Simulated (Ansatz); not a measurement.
A (5,2) carbon nanotube, relaxed period 8.888 Å, atoms relaxed at each strain.

| strain | energy (meV a period) | axial force (nN) |
|---|---|---|
| -0.015 | +316.4 | -7.71 |
| +0.015 | +305.0 | +7.20 |

These are PBE (plane waves to 420 eV, PAW; Ansatz, a program for electronic structure) values and carry that method's errors. Mesh 1×1×12. No spin polarisation. Isolated but for its images some 11 Å away. An idealised model, rolled from the flat sheet. Symmetry and one short period hold its shape; lower forms weren't sought. Buckling under compression is shut out by symmetry and the short period. Energies are free energies at a Fermi–Dirac width of 0.05 eV, from the unstrained cell.

Mean diameter 5.01 Å.

### Question
Work out the axial stiffness dF/dε in two ways, and what it means for a modulus.

### Answer
From the forces: (+7.20 − (-7.71))/0.030 = 497 nN. From the energies: (E₊ + E₋)/(ε² c) = 0.6214 eV/(0.015² × 8.888 Å) = 310.7 eV/Å = 498 nN. The two agree to within 1 %. Spread over the circumference π × 5.01 Å, the force value is a sheet stiffness of 316 N/m.
